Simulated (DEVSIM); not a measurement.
Device: Ti/SiO2/n-GaAs capacitor, at 400 K.

```csv
layer (left to right),material,thickness (nm),Nd (cm⁻³)
1,SiO2,3.20,-
2,GaAs,18000,1.3e15
```

Metal gate on the left, work function 4.33 eV. Fixed charge at the semiconductor interface -2.2e10 cm⁻² (in units of +e); no interface traps.

The device is made up for the run: typed textbook-type constants, with dimensions and the other settings drawn at random. Values at 300 K; Nc and Nv go as T^1.5, mobilities as T to minus their exponent, the gap by Varshni's rule with the affinity fixed.

| parameter | SiO2 | GaAs |
|---|---|---|
| gap (eV) | 9 | 1.424 |
| affinity (eV) | 0.9 | 4.07 |
| permittivity | 3.9 | 12.9 |
| Nc (cm⁻³) | - | 4.7e17 |
| Nv (cm⁻³) | - | 9e18 |
| Varshni α (eV/K) | - | 0.000541 |
| Varshni β (K) | - | 204 |

DEVSIM, 1D Poisson equation in equilibrium, Boltzmann statistics, complete ionisation; no quantum confinement or tunnelling. Metal contacts follow the ideal Schottky-Mott rule: no Fermi-level pinning, no interface dipoles.

Base results: flat-band voltage (V) 0.05; capacitance of the dielectric stack (μF/cm²) 1.08; minimum of the low-frequency capacitance (μF/cm²) 0.0134; threshold voltage (band bending 2φF) (V) -0.81.

**Question.** What follows from this one change: gate work function 4.33 → 4.03 eV?

**Answer.** flat-band voltage 0.05 → -0.25 V; capacitance of the dielectric stack little changed (1.08 μF/cm²); minimum of the low-frequency capacitance little changed (0.0134 μF/cm²); threshold voltage (band bending 2φF) -0.81 → -1.11 V.

**Question.** What follows from this one change: substrate doping 1.3e+15 → 2.6e+14 cm^-3?

**Answer.** flat-band voltage 0.05 → -0.01 V; capacitance of the dielectric stack little changed (1.08 μF/cm²); minimum of the low-frequency capacitance 0.0134 → 0.00664 μF/cm²; threshold voltage (band bending 2φF) -0.81 → -0.75 V.

**Question.** What follows from this one change: interface trap density 0 → 3e+11 cm^-2 eV^-1?

**Answer.** flat-band voltage 0.05 → 0.08 V; capacitance of the dielectric stack little changed (1.08 μF/cm²); minimum of the low-frequency capacitance 0.0134 → 0.0583 μF/cm²; threshold voltage (band bending 2φF) little changed (-0.82 V).

**Question.** What follows from this one change: fixed charge -2.2e+10 → 2.918e+12 cm^-2?

**Answer.** flat-band voltage 0.05 → -0.39 V; capacitance of the dielectric stack little changed (1.08 μF/cm²); minimum of the low-frequency capacitance little changed (0.0135 μF/cm²); threshold voltage (band bending 2φF) -0.81 → -1.25 V.

**Question.** What follows from this one change: temperature 400 → 300 K?

**Answer.** flat-band voltage 0.05 → 0.11 V; capacitance of the dielectric stack little changed (1.08 μF/cm²); minimum of the low-frequency capacitance 0.0134 → 0.0116 μF/cm²; threshold voltage (band bending 2φF) -0.81 → -0.95 V.

**Question.** What follows from this one change: SiO2 thickness 0.0032 → 0.0013 μm?

**Answer.** flat-band voltage little changed (0.04 V); capacitance of the dielectric stack 1.08 → 2.66 μF/cm²; minimum of the low-frequency capacitance little changed (0.0136 μF/cm²); threshold voltage (band bending 2φF) little changed (-0.80 V).
